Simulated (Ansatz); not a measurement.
The parent structure is P (space group I4_132, No. 214; a = 6.116 Å; a hypothetical phase, not in the database extracts checked; relaxed with 0.1 eV smearing). Axes: x, y, z lie along the cube axes.

The values are results of PBE/PAW in Ansatz (a quantum-chemistry and plane-wave program), no spin-orbit coupling, not measurements.

A first run, uniaxial strain ε_yy = +1.98 %, gives secant values C11 ≈ 36 GPa and C12 ≈ 29 GPa from its stress. A second run applies isotropic strain +1.33 %.

### Question
What does linear elasticity predict for the bulk modulus −ΔP/(ΔV/V₀) in the second run, and what does the run give?

### Answer
Linear elasticity: (C11 + 2 C12)/3 = 31 GPa. The run gives 29 GPa; any difference comes from nonlinear terms at these strains and numerical noise.

Whether these cells are dynamically stable was not tested.
